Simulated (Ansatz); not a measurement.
The starting structures come from a database of crystals and need not be the phases stable at ambient conditions.

By PBEsol, the system below comes out a metal.

A figure of merit of an interconnect metal is its ballistic conductance per area.

Consider the following.

```
CELL_PARAMETERS angstrom
      2.78114     0.00000     0.00000
     -0.75937     9.92409     0.00000
     -0.16093     0.89288     4.58306
ATOMIC_POSITIONS crystal
  Nb 0.35250 0.57125 0.21778
  Nb 0.64750 0.42875 0.78222
  Nb 0.06076 0.71360 0.65044
  Nb 0.93924 0.28640 0.34956
  Nb 0.77679 0.85667 0.07763
  Nb 0.22321 0.14333 0.92237
  Nb 0.50000 0.00000 0.50000
```

The cell is taken as given; by PBEsol it stands under a pressure of -5.1 GPa.

The current flows along the normal of the first two printed cell vectors. No spin-orbit coupling; the value is a mean over 0.1 eV about the Fermi level.

Q: Compute, with Ansatz (a quantum-chemistry and plane-wave program) with PBEsol, the ballistic conductance per area.

A: 1.7 × 10¹⁵ S/m² for both spins.
